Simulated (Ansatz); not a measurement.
The reference is YN in the rock salt structure (space group Fm-3m, No. 225; a = 4.856 Å).

The change: a hydrostatic pressure of 3 GPa.

Levels (all Ansatz, an electronic-structure program, PAW): PBEsol (420 eV, no spin-orbit coupling); HSE06 (420 eV, no spin-orbit coupling).

The geometry is relaxed with PBEsol.

- PBEsol band gap: zero

Question: How does going to HSE06 change the band gap?

Answer: The band gap becomes 1.02 eV (PBEsol: zero).

Single points use the geometry relaxed with PBEsol. HSE06 was sampled on its mesh, a few special points and the semilocal edge points, so its gap is an upper bound. Load acts through the strain it causes; cell and atoms are relaxed under it. Whether these cells are dynamically stable was not tested. The base started in P3_121 and relaxed to Fm-3m at this level. All final runs are without spin polarisation. Gaps under 0.05 eV, about the width of the smearing, are given as zero. A zero or small gap of YN can be the functional's error rather than a property of the material.
